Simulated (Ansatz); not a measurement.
A computed series for SrTiO3: response to strain

Start from SrTiO₃ in the cubic perovskite structure (space group Pm-3m, No. 221; a = 3.8911 Å). Axes: x, y, z lie along the cube axes.

Strains are applied to the cell and any free atomic positions relax; under biaxial strain the out-of-plane vector relaxes too.

Computed with PBEsol/PAW in Ansatz (a program for electronic structure), scalar-relativistic without spin-orbit coupling.

Notes on the quantities. energy relative to the base: free energy F.

| biaxial strain, plane normal [001], relaxed out of plane (%) | energy relative to the base (meV/atom) |
|---|---|
| -3 | 28.8 |
| -2.4 | 18.0 |
| -1.8 | ? |
| -1.2 | 4.3 |
| -0.6 | 1.0 |
| 0 | 0.0 |

Fit ΔE = Aε² + Bε³ (ε in %) to the rows shown and predict the withheld row.

Least squares on the printed values gives A = 2.83 and B = -0.12 meV/atom (largest residual 0.0 meV/atom); this predicts 9.9 meV/atom, and the run gives 9.9 meV/atom, in agreement.

No phonon test of stability was made. All final runs are without spin polarisation. Many cubic perovskites are stable only at high temperature; tilts and polar distortions were not tested.
